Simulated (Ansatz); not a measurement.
Related cells compared by their Bader charge of O.

Cell A: a supercell of 32 sites of Ag (fcc, Fm-3m) with O off the lattice sites (4 Ag at 2.11 Å); spin state with PBE: run without spin, k-point mesh 5×5×5.
```xyz
33
Lattice="8.2970 0.0000 0.0000 0.0000 8.2970 0.0000 0.0000 0.0000 8.2970" Properties=species:S:1:pos:R:3 pbc="T T T"
Ag    -0.1828    -0.1828    -0.1828
Ag    -0.1828     2.2571     2.2571
Ag     2.2571    -0.1828     2.2571
Ag     2.2571     2.2571    -0.1828
Ag    -0.0048    -0.0048     4.1645
Ag    -0.0048     2.0790     6.2067
Ag     2.0790    -0.0048     6.2067
Ag     2.0790     2.0790     4.1645
Ag    -0.0048     4.1645    -0.0048
Ag    -0.0048     6.2067     2.0790
Ag     2.0790     4.1645     2.0790
Ag     2.0790     6.2067    -0.0048
Ag    -0.0077     4.1881     4.1881
Ag    -0.0077     6.1831     6.1831
Ag     2.0820     4.1881     6.1831
Ag     2.0820     6.1831     4.1881
Ag     4.1645    -0.0048    -0.0048
Ag     4.1645     2.0790     2.0790
Ag     6.2067    -0.0048     2.0790
Ag     6.2067     2.0790    -0.0048
Ag     4.1881    -0.0077     4.1881
Ag     4.1881     2.0820     6.1831
Ag     6.1831    -0.0077     6.1831
Ag     6.1831     2.0820     4.1881
Ag     4.1881     4.1881    -0.0077
Ag     4.1881     6.1831     2.0820
Ag     6.1831     4.1881     2.0820
Ag     6.1831     6.1831    -0.0077
Ag     4.1464     4.1464     4.1464
Ag     4.1464     6.2248     6.2248
Ag     6.2248     4.1464     6.2248
Ag     6.2248     6.2248     4.1464
O      1.0371     1.0371     1.0371
```

Cell B: a supercell of 32 sites of Ag (fcc, Fm-3m) with O off the lattice sites (6 Ag at 2.26 Å); spin state with PBE: run without spin, k-point mesh 5×5×5.
```yaml
crystal:
  lattice:
    - [8.29697, 0.00000, 0.00000]
    - [0.00000, 8.29697, 0.00000]
    - [0.00000, 0.00000, 8.29697]
  atoms:
    - { symbol: Ag, position: [0.97715, 0.00000, 0.00000] }
    - { symbol: Ag, position: [0.99951, 0.25049, 0.25049] }
    - { symbol: Ag, position: [0.25000, 0.00000, 0.27285] }
    - { symbol: Ag, position: [0.25000, 0.27285, 0.00000] }
    - { symbol: Ag, position: [0.99530, 0.00000, 0.50000] }
    - { symbol: Ag, position: [0.99951, 0.25049, 0.74951] }
    - { symbol: Ag, position: [0.25000, 0.00000, 0.72715] }
    - { symbol: Ag, position: [0.25000, 0.25470, 0.50000] }
    - { symbol: Ag, position: [0.99530, 0.50000, 0.00000] }
    - { symbol: Ag, position: [0.99951, 0.74951, 0.25049] }
    - { symbol: Ag, position: [0.25000, 0.50000, 0.25470] }
    - { symbol: Ag, position: [0.25000, 0.72715, 0.00000] }
    - { symbol: Ag, position: [0.99868, 0.50000, 0.50000] }
    - { symbol: Ag, position: [0.99951, 0.74951, 0.74951] }
    - { symbol: Ag, position: [0.25000, 0.50000, 0.74530] }
    - { symbol: Ag, position: [0.25000, 0.74530, 0.50000] }
    - { symbol: Ag, position: [0.52285, 0.00000, 0.00000] }
    - { symbol: Ag, position: [0.50049, 0.25049, 0.25049] }
    - { symbol: Ag, position: [0.75000, 0.00000, 0.25470] }
    - { symbol: Ag, position: [0.75000, 0.25470, 0.00000] }
    - { symbol: Ag, position: [0.50470, 0.00000, 0.50000] }
    - { symbol: Ag, position: [0.50049, 0.25049, 0.74951] }
    - { symbol: Ag, position: [0.75000, 0.00000, 0.74530] }
    - { symbol: Ag, position: [0.75000, 0.25132, 0.50000] }
    - { symbol: Ag, position: [0.50470, 0.50000, 0.00000] }
    - { symbol: Ag, position: [0.50049, 0.74951, 0.25049] }
    - { symbol: Ag, position: [0.75000, 0.50000, 0.25132] }
    - { symbol: Ag, position: [0.75000, 0.74530, 0.00000] }
    - { symbol: Ag, position: [0.50132, 0.50000, 0.50000] }
    - { symbol: Ag, position: [0.50049, 0.74951, 0.74951] }
    - { symbol: Ag, position: [0.75000, 0.50000, 0.74868] }
    - { symbol: Ag, position: [0.75000, 0.74868, 0.50000] }
    - { symbol: O, position: [0.25000, 0.00000, 0.00000] }
```

Plane-wave PAW calculations with Ansatz (an electronic-structure program), its PAW set soft_1, cutoff 420 eV. The structures are at rest with PBE, within the held lattices. Neutral cells; Fermi-Dirac smearing of at most 0.10 eV in the solids, energies taken to zero width. Larger cells are relaxed from a start prepared with the learned potential CHGNet, on a coarser mesh till forces fall under 0.03 eV/Å, which some starts already meet. Cells are local rest points, mostly with their start's symmetry. Values are for these cell sizes. A dispersion term ran beside these levels; it doesn't touch the electrons. Electrons of density maxima off the nuclei are shared among the atoms. Mean over the atoms, with the range where they differ; positive means electrons lost.

What does PBE give for the Bader charge of O of each cell (e)?


```csv
system,PBE
A,-0.94
B,-0.98
```

With PBE the value of A exceeds that of B by 0.04 e.
